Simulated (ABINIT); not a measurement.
ABINIT run on Mn3InC (Pm-3m, 5 atoms in the cell): self-consistent single point.

Method of the run: PBEsol, norm-conserving pseudopotentials (PseudoDojo nc-sr-04 PBEsol standard) (plane waves; ABINIT 10.0.3).

```
CELL_PARAMETERS angstrom
      3.85667     0.00000     0.00000
      0.00000     3.85667     0.00000
      0.00000     0.00000     3.85667
ATOMIC_POSITIONS crystal
  Mn 0.50000 0.00000 0.00000
  Mn 0.00000 0.50000 0.00000
  Mn 0.00000 0.00000 0.50000
  In 0.50000 0.50000 0.50000
  C  0.00000 0.00000 0.00000
```
Moments meant for the start (each program seeds them in its own way; μB, in the order of the atoms Mn Mn Mn In C): 4.0 4.0 4.0 0.0 0.0.

Reference input (self-consistent single point, DFT, PBEsol, plane waves, norm-conserving pseudopotentials (PseudoDojo nc-sr-04 PBEsol standard)): pseudos = [Mn.upf, In.upf, C.upf]; ecut = 48 Ha; ixc = -116133; nsppol = 2; occopt = 7; tsmear = 0.272 eV; ngkpt = 5 5 5; nshiftk = 1; shiftk = 0 0 0; potentials = PseudoDojo nc-sr-04 PBEsol standard; nband = 47; kptopt = 1. This run's input differs from it in these lines:

```diff
@@ -33,3 +33,3 @@
 nshiftk 1
-shiftk 0 0 0
+shiftk 0.5 0.5 0.5
 nstep 100
```

Log, with long lists cut:

```
--- !BeginCycle
solver: {iscf: 7, nstep: 100, nline: 4, wfoptalg: 0, }
tolerances: {tolvrs: 1.00E-11, }
...

     iter   Etot(hartree)     deltaE(h) residm    vres2    magn
 ETOT  1  -397.24993921324    -3.97E+02 5.36E-01 5.40E+03 6.138
 ETOT  2  -395.37266772443     1.88E+00 9.88E-02 2.47E+04 5.769
 ETOT  3  -398.63932642110    -3.27E+00 1.01E-01 3.77E+02 5.740
 ETOT  4  -398.65416288513    -1.48E-02 1.62E-02 1.17E+02 5.763
 ETOT  5  -398.66645350096    -1.23E-02 1.22E-02 6.63E+00 5.428
   [... 10 lines left out ...]
 ETOT 16  -398.66797699827     2.27E-13 3.63E-04 4.71E-09 4.702
 ETOT 17  -398.66797699830    -2.51E-11 6.76E-04 1.66E-10 4.702
 ETOT 18  -398.66797699829     1.13E-11 2.94E-04 3.11E-11 4.702
 ETOT 19  -398.66797699827     2.25E-11 4.92E-04 1.45E-12 4.702
 At SCF step   19       vres2   =  1.45E-12 < tolvrs=  1.00E-11 =>converged.

 Cartesian components of stress tensor (hartree/bohr^3)
  sigma(1 1)= -7.59382077E-05  sigma(3 2)=  0.00000000E+00
  sigma(2 2)= -7.59382077E-05  sigma(3 1)=  0.00000000E+00
  sigma(3 3)= -7.59382077E-05  sigma(2 1)=  0.00000000E+00

 Integrated electronic and magnetization densities in atomic spheres:
 Radius=ratsph(iatom), smearing ratsm=  0.0000. Diff(up-dn)=approximate z local magnetic moment.
 Atom    Radius    up_density   dn_density  Total(up+dn)  Diff(up-dn)
    1   2.00000     7.315840     5.756755     13.072595     1.559086
    2   2.00000     7.315840     5.756755     13.072595     1.559086
    3   2.00000     7.315840     5.756755     13.072595     1.559086
    4   2.00000     4.970688     4.993525      9.964213    -0.022837
   [... lines left out ...]
 Total magnetization (from the atomic spheres):             4.531417
 Total magnetization (exact up - dn):                       4.701927
 Fermi (or HOMO) energy (hartree) =   0.45219   Average Vxc (hartree)=  -0.50377
   [... lines left out ...]
total_energy        : -3.98667976998266E+02
total_energy_eV     : -1.08483073547895E+04
band_energy         : -2.99447566431785E+01
...

-Cartesian components of stress tensor (GPa)         [Pressure=  2.2342E+00 GPa]
- sigma(1 1)= -2.23417883E+00  sigma(3 2)=  0.00000000E+00
- sigma(2 2)= -2.23417883E+00  sigma(3 1)=  0.00000000E+00
- sigma(3 3)= -2.23417883E+00  sigma(2 1)=  0.00000000E+00

 Calculation completed.
```

The run converged in 19 iterations. Against the reference run the free energy goes down by 2.4 meV/atom, the pressure goes from 2.52 to 2.23 GPa and the size of the net moment moves little (0.95 to 0.94 μB/atom).

The starting cell comes from a database of computed structures (which also holds hypothetical and non-ambient phases and stackings), without a prior relaxation at this level. Its lattice was rescaled by a random factor within 2.5 % of one. The magnetic order is the one reached from the typed start; others were not searched systematically.

Cost on one core of a shared machine: roughly 10 min.
